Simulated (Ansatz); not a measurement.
Base system: Al$_{2}$Cu (space group I4/mcm, No. 140; a = 6.0596 Å, c = 4.8745 Å).

Now apply this change: cell and atoms relaxed at a pressure of 9 GPa.

Levels (all Ansatz, a quantum-chemistry and plane-wave program, PAW): PBE (420 eV, no spin-orbit coupling); r2SCAN (500 eV, scalar-relativistic without spin-orbit coupling).

The geometry is relaxed with PBE.

```
Item           Result
------------  -------
PBE pressure  9.0 GPa
```

With r2SCAN at the same geometry, the pressure falls by 3.9 GPa, from 9.0 GPa to 5.1 GPa.

Single points use the geometry relaxed with PBE. Their cutoffs differ, which shifts pressures a little. Load acts through the strain it causes; cell and atoms are relaxed under it. Whether these cells are dynamically stable was not tested. Competing high-pressure phases were not computed. The final runs are not spin-polarised.
